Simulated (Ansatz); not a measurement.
Base system: Zr in the hcp (Mg type) structure (space group P6_3/mmc, No. 194; a = 3.231 Å, c = 5.173 Å). Axes: x lies along a and z along c of the hexagonal cell.

Computed with Kohn–Sham DFT with the PBE functional, run in Ansatz (a program for electronic structure) with PAW and 420 eV plane waves, no SOC.

For the base:

```
Property                        Result
-----------------------------  -------
Pressure                       0.0 GPa
Shortest interatomic distance  3.189 Å
```

The change: biaxial strain +1.95 %, plane normal [001], relaxed out of plane (Cartesian); in-plane vectors clamped, the third vector and the atoms free.

Problem. What does the calculation give for the pressure and shortest interatomic distance after the change?

Solution. The pressure (mean of the normal stresses, compression positive) goes from zero to -2.0 GPa; the shortest interatomic distance drops by 0.010 Å, from 3.189 Å to 3.179 Å.

Whether these cells are dynamically stable was not tested. The final runs are not spin-polarised.
